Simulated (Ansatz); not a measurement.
**BaTiO3 (space group P4mm, No. 99)**

```
CELL_PARAMETERS angstrom
      3.98546     0.00000     0.00000
      0.00000     3.98546     0.00000
      0.00000     0.00000     4.20133
ATOMIC_POSITIONS crystal
  Ti 0.50000 0.50000 0.45767
  Ba 0.00000 0.00000 0.94044
  O  0.50000 0.50000 0.88899
  O  0.50000 0.00000 0.40945
  O  0.00000 0.50000 0.40945
```

The values are results of PBE (Ansatz, a program for electronic structure), no SOC, not measurements. Settings: 8×8×8 k-points, 0.05 eV Fermi–Dirac smearing.

| Property | Result |
|---|---|
| Volume per atom | 13.35 Å³ |
| Density | 5.80 g/cm³ |
| Band gap | 1.84 eV, indirect, A → Γ |
| Total energy | -2031.924 eV/atom (σ→0; compares only within this code and set-up) |

Stability against distortions was not tested. All final runs are without spin polarisation.
